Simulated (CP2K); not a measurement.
# Several settings converged on LaBi3 (P4mm, 4 atoms in the cell)

```
CELL_PARAMETERS angstrom
      4.99672     0.00000     0.00000
      0.00000     4.99672     0.00000
      0.00000     0.00000     4.99672
ATOMIC_POSITIONS crystal
  La 0.00000 0.00000 0.01001
  Bi 0.50000 0.00000 0.50000
  Bi 0.00000 0.50000 0.50000
  Bi 0.50000 0.50000 0.00000
```

Base method: PBEsol, GPW, DZVP-MOLOPT-SR-GTH basis, GTH-PBE potentials (GTH_POTENTIALS) in CP2K.

Base settings: CUTOFF = 500 Ry; REL_CUTOFF = 40 Ry; SMEAR/METHOD = GAUSSIAN; SIGMA = 0.1 eV; KPOINTS/SCHEME = MONKHORST-PACK 3 3 3; XC_FUNCTIONAL = PBE:PBESOL; La/BASIS_SET = DZVP-MOLOPT-SR-GTH-q11; La/POTENTIAL = GTH-PBE-q11; Bi/BASIS_SET = DZVP-MOLOPT-SR-GTH-q5; Bi/POTENTIAL = GTH-PBE-q5.

Core times come from one kind of shared machine, to one figure; runs under 30 s give none.

**The k-point mesh**

Moved along: GAMMA_CENTERED.

The second cell is the first with its lattice scaled by 0.98.

Only quantities that move along the ladder and can be compared are tabulated.

| KPOINTS/SCHEME | free energy less the last step's (meV/atom) | energy of the compressed cell less the first (meV/atom) | pressure (GPa) | largest difference of a force vector from the last step's (eV/Å) |
|---|---|---|---|---|
| MONKHORST-PACK 2 2 2 | 18.17 | 45.76 | 1.81 | 0.024 |
| MONKHORST-PACK 3 3 3 | 139.74 | 39.32 | 1.66 | 0.073 |
| MONKHORST-PACK 4 4 4 | -6.40 | 26.18 | 0.43 | 0.016 |
| MONKHORST-PACK 6 6 6 | 8.80 | 30.00 | 0.72 | 0.011 |
| MONKHORST-PACK 7 7 7 | -9.74 | 27.78 | 0.49 | 0.011 |
| MONKHORST-PACK 9 9 9 | 0.00 | 27.16 | 0.47 | 0.000 |

Coarsest KPOINTS/SCHEME that holds the energy of the compressed cell less the first within 2 meV/atom of the last step, with all finer ones: MONKHORST-PACK 7 7 7; the step before is off by 2.8 meV/atom.

Coarsest KPOINTS/SCHEME that holds the pressure within 0.05 GPa of the last step, with all finer ones: MONKHORST-PACK 7 7 7; the step before is off by 0.24 GPa.

Coarsest KPOINTS/SCHEME that holds the forces within 0.02 eV/Å: not settled: the last two steps still differ by 0.011 eV/Å, over half the tolerance, so the ladder does not show it.

**The k-point mesh at a smearing width of 0.05 eV**

In this ladder: SIGMA = 0.05 eV. Moved along: GAMMA_CENTERED.

The second cell is the first with its lattice scaled by 0.98.

Only quantities that move along the ladder and can be compared are tabulated.

```csv
KPOINTS/SCHEME,free energy less the last step's (meV/atom),energy of the compressed cell less the first (meV/atom),pressure (GPa),largest difference of a force vector from the last step's (eV/Å)
MONKHORST-PACK 3 3 3,146.32,39.21,1.72,0.084
MONKHORST-PACK 4 4 4,-5.11,25.41,0.39,0.018
MONKHORST-PACK 5 5 5,-0.66,27.72,0.54,0.018
MONKHORST-PACK 6 6 6,9.78,30.23,0.74,0.013
MONKHORST-PACK 7 7 7,-9.85,27.88,0.49,0.014
MONKHORST-PACK 9 9 9,0.00,27.03,0.45,0.000
```

Coarsest KPOINTS/SCHEME that holds the energy of the compressed cell less the first within 2 meV/atom of the last step, with all finer ones: MONKHORST-PACK 7 7 7; the step before is off by 3.2 meV/atom.

Coarsest KPOINTS/SCHEME that holds the forces within 0.02 eV/Å: not settled: the last two steps still differ by 0.014 eV/Å, over half the tolerance, so the ladder does not show it.

Coarsest KPOINTS/SCHEME that holds the free energy within 2 meV/atom: not settled: the last two steps still differ by 9.8 meV/atom, over half the tolerance, so the ladder does not show it.

**The width of Gaussian smearing**

In this ladder: KPOINTS/SCHEME = MONKHORST-PACK 5 5 5.

Narrow widths need finer meshes than wide ones, so the last steps can hold mesh noise.

Only quantities that move along the ladder and can be compared are tabulated; pressure and forces are left out, as mesh noise rules them at narrow widths.

| SIGMA | free energy less the last step's (meV/atom) | energy extrapolated to zero width less the last step's (meV/atom) | core time / last (rough) |
|---|---|---|---|
| 1 eV | -132.91 | 5.54 | 0.9 |
| 0.5 eV | -32.11 | -3.82 | 0.5 |
| 0.2 eV | -5.83 | -2.49 | 0.5 |
| 0.1 eV | 0.00 | 0.00 | 1 |

Widest SIGMA that holds the free energy within 5 meV/atom: not settled: the last two steps still differ by 5.8 meV/atom, over half the tolerance, so the ladder does not show it.

Widest SIGMA that holds the energy extrapolated to zero width within 2 meV/atom: not settled: the last two steps still differ by 2.5 meV/atom, over half the tolerance, so the ladder does not show it.

The extrapolation to zero width removes most of the smearing's effect on the energy.

On the base run: the starting cell comes from a database of computed structures (which also holds hypothetical and non-ambient phases and stackings), without a prior relaxation at this level. Its lattice was rescaled by up to half a per cent. One atom was moved a little off its site on purpose. Values carry the incompleteness of an atom-centred basis. The potentials were made for another functional than the one used. Without a gap this mesh is coarse (it stands for a supercell whose shortest vector is 15 Å).

Left out of this page: 1 run of the series outside the window shown, repeating another row's setting, or not comparable; 1 run of the series failed or unconverged.
